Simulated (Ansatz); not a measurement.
BaHfO3 in the cubic perovskite structure (space group Pm-3m, No. 221)

BaHfO₃ is taken in the cubic space group Pm-3m (No. 221), the cubic perovskite structure, Pearson symbol cP5. Cell: a = 4.157 Å, b = 4.157 Å, c = 4.157 Å, α = 90.00°, β = 90.00°, γ = 90.00°. Ba on 1a has 12 O at 2.940 Å (cuboctahedral). Hf on 1b is coordinated by 6 O at 2.079 Å (octahedral). O on 3c has 2 Hf at 2.079 Å and 4 Ba at 2.940 Å (octahedral). (Neighbours: up to the widest gap in distance over summed covalent radii, below 1.35, at either atom; cation-cation and far metal-metal contacts left out.)

Computed with PBEsol, PAW, 420 eV (Ansatz, an electronic-structure program; without spin-orbit coupling). Γ-centred 8×8×8 mesh, Fermi–Dirac width 0.05 eV.

The volume per atom is 14.37 Å³ and the density comes out as 8.41 g/cm³. The band gap is 3.58 eV, indirect, R → Γ and the electron mass (degenerate bands, along [100]) is 0.33, 0.33, 2.2 mₑ. The lowest conduction-band minima above the VBM comes out as Γ 3.58 eV. The total energy comes out as -4630.524 eV/atom (σ→0; compares only within this code and set-up).

With Hf present, leaving out spin-orbit coupling can change the band edges. Effective masses come from finite differences of ±0.01 Å⁻¹. Whether these cells are dynamically stable was not tested.
